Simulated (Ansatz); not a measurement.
The starting structures come from a database of crystals and need not be the phases stable at ambient conditions.

Inside the gap of an insulator the Bloch states are evanescent, with a wavenumber k + iκ along the transport direction.

Data:

```
AgIn5Te8
1.0
    6.28824     0.00000     0.00000
    0.00000     6.28824     0.00000
    0.00000     0.00000    12.77533
In Ag Te
5 1 8
Direct
  0.00000   0.50000   0.25572
  0.50000   0.00000   0.74428
  0.00000   0.50000   0.74428
  0.50000   0.00000   0.25572
  0.50000   0.50000   0.00000
  0.00000   0.00000   0.50000
  0.26891   0.73109   0.38586
  0.73109   0.73109   0.61414
  0.73109   0.26891   0.38586
  0.26891   0.26891   0.61414
  0.77283   0.22717   0.88623
  0.22717   0.22717   0.11377
  0.22717   0.77283   0.88623
  0.77283   0.77283   0.11377
```

Space group of this cell: P-42m. The cell is taken as given.

Transport runs along the normal of the first two printed cell vectors, the (001) plane of the conventional cell.

The gap is the functional's own, uncorrected, and κ follows it; spin-orbit coupling is left out. Mid-gap values are interpolated between the computed energies.

**Question.** Estimate the band gap and the smallest decay constant κ at mid-gap that r2SCAN run with Ansatz (a program for electronic structure) returns for this system.

**Answer.** Gap 0.70 eV on a 6×6×4 mesh; κ = 0.090 1/Å, at the zone centre.
